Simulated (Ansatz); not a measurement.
A 3x3 cell of the 1x1 (111) surface of fcc Au (the real clean face reconstructs), relaxed from a rattled start

Level of theory: PBE (plane waves to 420 eV, PAW; Ansatz, a program for electronic structure).

Slab: 36 atoms, 7.3 Å thick at the start (thin: gaps and levels are the slab's own); k 4x4x1, smearing 0.1 eV, dipole-corrected; 9 atoms held, the rest relaxed; no symmetry held; no spin, no spin-orbit, no U.

```
Item                                                    Result
---------------------------------------------------  ---------
work function of the top face                          5.13 eV
energy released by relaxation                          0.37 eV
energy gained against the symmetric clean supercell  -0.001 eV
```
